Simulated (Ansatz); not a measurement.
Candidates (primitive cells; geometry: cell and atoms relaxed with PBEsol):
A. Sr$_{2}$SnO$_{4}$ (I4/mmm), a = 6.8869 Å, b = 6.8869 Å, c = 6.8869 Å, α = 145.73°, β = 145.73°, γ = 49.25°
B. InP (F-43m), a = 4.1569 Å, b = 4.1569 Å, c = 4.1569 Å, α = 60.00°, β = 60.00°, γ = 60.00°
C. MgO (Fm-3m), a = 2.9804 Å, b = 2.9804 Å, c = 2.9804 Å, α = 60.00°, β = 60.00°, γ = 60.00°
D. ZnSe (F-43m), a = 3.983 Å, b = 3.983 Å, c = 3.983 Å, α = 60.00°, β = 60.00°, γ = 60.00°
E. GaAs (F-43m), a = 4.002 Å, b = 4.002 Å, c = 4.002 Å, α = 60.00°, β = 60.00°, γ = 60.00°

### Question
Order them by band gap (highest first) at the level Ansatz (a program for electronic structure) with PBEsol, rigid bands.

### Answer
C (4.62 eV), A (2.86 eV), D (1.24 eV), B (0.57 eV), E (0.42 eV)

Spin-orbit coupling is left out.

Formula and space group known from diffraction (Crystallography Open Database), not checked to be the room-temperature form: Sr2SnO4 (I4/mmm).
